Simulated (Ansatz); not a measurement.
Electronic density of states of amorphous As30Te45, density 6.08 g/cm³, on a 2×2×2 Γ-centred mesh with a Gaussian width of 0.1 eV; energies count from the Fermi level. Cell and mesh are small, so fine structure isn't converged. The numbers are results of PBE-D3(BJ), scalar-relativistic without spin-orbit coupling, PAW (Ansatz default set, large-core Te) (plane waves to 420 eV; Ansatz, an electronic-structure program), not measurements. Sampling: a 2×2×2 Γ-centred mesh; Fermi-Dirac width 0.05 eV; no spin polarisation. The levels at the Fermi energy are partly filled. A closed spacing in one fast-quenched cell at PBE doesn't show the material to be a metal.

A CHGNet melt-quench gave the starting glass, which DFT then relaxed. The hot cell started wider than the set density and was brought back towards it in steps. It is the lowest in DFT energy of 8 quenches. It is a model cell: composition and starting density were chosen by hand, and all elements were melted together. The geometry includes D3(BJ) dispersion. Its density started from a set value of 5.44 and ended at 6.08 g/cm³. Cooling (nominally 16 K/ps over its main leg) ran many orders faster than in experiment, which tends to leave more defects and strain. Values belong to this one cell and scatter from quench to quench. Volume and shape were free in the relaxation. On a 2×2×2 Γ-centred mesh force components of up to 0.18 eV/Å stay, since the relaxation ran on one k-point at (1/4, 1/4, 1/4).

(E - EF (eV), states/(eV atom)): (-12.00, 0.40); (-11.90, 0.45); (-11.80, 0.44); (-11.70, 0.40); (-11.60, 0.40); (-11.50, 0.42); (-11.40, 0.44); (-11.30, 0.44); (-11.20, 0.40); (-11.10, 0.43); (-11.00, 0.48); (-10.90, 0.49); (-10.80, 0.48); (-10.70, 0.42); (-10.60, 0.39); (-10.50, 0.38); (-10.40, 0.36); (-10.30, 0.39); (-10.20, 0.40); (-10.10, 0.33); (-10.00, 0.30); (-9.90, 0.37); (-9.80, 0.40); (-9.70, 0.36); (-9.60, 0.35); (-9.50, 0.31); (-9.40, 0.23); (-9.30, 0.27); (-9.20, 0.34); (-9.10, 0.31); (-9.00, 0.27); (-8.90, 0.27); (-8.80, 0.27); (-8.70, 0.32); (-8.60, 0.22); (-8.50, 0.09); (-8.40, 0.14); (-8.30, 0.19); (-8.20, 0.19); (-8.10, 0.17); (-8.00, 0.08); (-7.90, 0.01); (-7.80, 0.00); (-7.70, 0.00); (-7.60, 0.00); (-7.50, 0.00); (-7.40, 0.00); (-7.30, 0.00); (-7.20, 0.00); (-7.10, 0.00); (-7.00, 0.00); (-6.90, 0.00); (-6.80, 0.00); (-6.70, 0.00); (-6.60, 0.00); (-6.50, 0.00); (-6.40, 0.00); (-6.30, 0.00); (-6.20, 0.00); (-6.10, 0.00); (-6.00, 0.00); (-5.90, 0.01); (-5.80, 0.06); (-5.70, 0.18); (-5.60, 0.31); (-5.50, 0.41); (-5.40, 0.52); (-5.30, 0.62); (-5.20, 0.62); (-5.10, 0.61); (-5.00, 0.64); (-4.90, 0.62); (-4.80, 0.60); (-4.70, 0.66); (-4.60, 0.65); (-4.50, 0.63); (-4.40, 0.62); (-4.30, 0.62); (-4.20, 0.60); (-4.10, 0.63); (-4.00, 0.71); (-3.90, 0.70); (-3.80, 0.66); (-3.70, 0.68); (-3.60, 0.69); (-3.50, 0.66); (-3.40, 0.68); (-3.30, 0.70); (-3.20, 0.68); (-3.10, 0.66); (-3.00, 0.67); (-2.90, 0.67); (-2.80, 0.71); (-2.70, 0.72); (-2.60, 0.69); (-2.50, 0.68); (-2.40, 0.66); (-2.30, 0.66); (-2.20, 0.71); (-2.10, 0.69); (-2.00, 0.71); (-1.90, 0.74); (-1.80, 0.75); (-1.70, 0.72); (-1.60, 0.68); (-1.50, 0.68); (-1.40, 0.69); (-1.30, 0.67); (-1.20, 0.67); (-1.10, 0.72); (-1.00, 0.71); (-0.90, 0.69); (-0.80, 0.65); (-0.70, 0.62); (-0.60, 0.61); (-0.50, 0.57); (-0.40, 0.52); (-0.30, 0.47); (-0.20, 0.41); (-0.10, 0.32); (0.00, 0.25); (0.10, 0.25); (0.20, 0.28); (0.30, 0.28); (0.40, 0.34); (0.50, 0.42); (0.60, 0.49); (0.70, 0.52); (0.80, 0.56); (0.90, 0.58); (1.00, 0.56); (1.10, 0.61); (1.20, 0.64); (1.30, 0.66); (1.40, 0.64); (1.50, 0.72); (1.60, 0.79); (1.70, 0.76); (1.80, 0.72); (1.90, 0.72); (2.00, 0.71); (2.10, 0.70); (2.20, 0.73)
